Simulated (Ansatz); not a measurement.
**ZnGeP2: energy against strain**

ZnGeP2 (chalcopyrite, I-42d, 19.694 Å³/atom and stress up to 0.01 GPa in the relaxed cell, c along z) under an equal strain ε in the (001) plane with the normal axis free, as in a coherent film. PBEsol in Ansatz, a plane-wave DFT program (PAW, default set), 420 eV, 9×9×9 Γ-centred mesh, Fermi-Dirac smearing 0.05 eV; ions are relaxed, or left where forces stay under 0.02 eV/Å, within the symmetry of each cell.

Here s stands for strain and y for E less E0.

```csv
strain (%),E less E0 (meV/atom)
-1.50,3.85
-0.75,0.94
0.00,0.00
0.75,0.91
1.50,3.57
3.00,?
```

Problem. Using a parabola, estimate the missing y at s = 3.00 from the other rows, showing the fit.

Solution. Least squares gives y = -0.002 - 0.0787·s + 1.6495·s². Residuals (row less fit): 0.023, -0.045, 0.002, 0.043, -0.021; standard error 0.049 (degrees of freedom: 2). The quadratic coefficient over the volume, 1.6495 meV × 10⁴ × 0.1602 / 19.694 Å³, is the biaxial elastic modulus of this plane = 134 ± 2 GPa (± standard error of the fit, which holds the terms cut off). At the withheld row, y = -0.002 - 0.0787 × 3.00 + 1.6495 × 3.00² = 14.607 meV/atom. The calculation gives 13.74 meV/atom, 0.867 meV/atom below the prediction (6.3 % of the range of y in the table). The row lies outside the fitted rows, so this is an extrapolation. From the scatter of the fitted rows alone, a prediction at this place has a standard error of 0.202 meV/atom, so the miss is 4.3 times that.

A polynomial of degree 3 through the 8 other runs of the series gives 13.72 there, so most of the miss is curvature that the fit leaves out. Rows are the converged runs of the series near zero and its far end; series whose fitted rows scatter by over a few per cent of the range, as at a crossing or softening among them, aren't shown in this form, nor equations of state whose B0' disagrees with the runs' pressures. Most that stay on the fit to the last digits aren't either.
